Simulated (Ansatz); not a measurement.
Levels about the gap of amorphous Ti₂₀O₄₁Na₂ (63 atoms in a cell of 778 Å³, 3.54 g/cm³; zone centre alone, so wide bands show as single levels with stretches between that a denser mesh fills), at the geometry that PBE relaxed, where it gives 0.8 GPa on a denser mesh. The participation number counts the atoms over which a state spreads; weights are charges in smoothed Voronoi cells. The levels come from a single point, so bond lengths are those of that geometry. Method of the levels: PBE, scalar-relativistic without spin-orbit coupling (Ansatz, a program for electronic structure). Sampling: the zone centre alone; Fermi-Dirac width 0.02 eV; no spin polarisation. At PBE the levels at the filled edge of the gap are localised (band-tail or defect states), and the nearest spread-out levels lie 3.0 eV apart at the zone centre.

It comes from a melt-quench run on a machine-learned potential (CHGNet), relaxed afterwards by DFT. O atoms were pushed apart under 1.9 Å during the dynamics, to hinder bonds among them. The hot cell started wider than the set density and was brought back towards it in steps. It is the lowest in DFT energy of 2 quenches. It is a model cell: composition and starting density were chosen by hand, and all elements were melted together. No dispersion term was used. Its density started from a set value of 3.54 and ended at 3.54 g/cm³. The quench (nominally 360 K/ps over its main leg) was far faster than any real one, so the model tends to hold more defects than a real film. Values belong to this one cell and scatter from quench to quench. The volume was held where the preparation left it and the shape relaxed, at a PBE pressure of 0.8 GPa. Stress components on the final sampling reach 0.9 GPa.

```tsv
E - E(highest filled), eV	filling	participation number	largest on	weight O	weight Ti	weight Na
-0.52	filled	29.8	O, 4 neighbours	0.91	0.08	0.00
-0.50	filled	18.2	O, 3 neighbours	0.93	0.06	0.00
-0.42	filled	18.6	O, 2 neighbours	0.94	0.06	0.00
-0.38	filled	25.0	O, 4 neighbours	0.93	0.07	0.00
-0.18	filled	8.0	O, 4 neighbours	0.93	0.07	0.00
-0.15	filled	11.9	O, 3 neighbours	0.92	0.08	0.00
0.00	filled	6.4	O, 2 neighbours	0.93	0.07	0.00
2.59	empty	18.3	Ti, 5 neighbours	0.19	0.81	0.00
2.65	empty	14.6	Ti, 5 neighbours	0.20	0.80	0.00
2.69	empty	14.7	Ti, 7 neighbours	0.17	0.82	0.00
2.81	empty	18.5	Ti, 7 neighbours	0.20	0.80	0.00
2.82	empty	18.6	Ti, 5 neighbours	0.19	0.80	0.00
2.88	empty	22.2	Ti, 7 neighbours	0.21	0.79	0.00
2.91	empty	18.1	Ti, 6 neighbours	0.19	0.81	0.00
```

Most localised among these is the filled level at +0.00 eV, on a O atom, which has 2 neighbours (Ti 1.81 Å, Ti 1.83 Å).
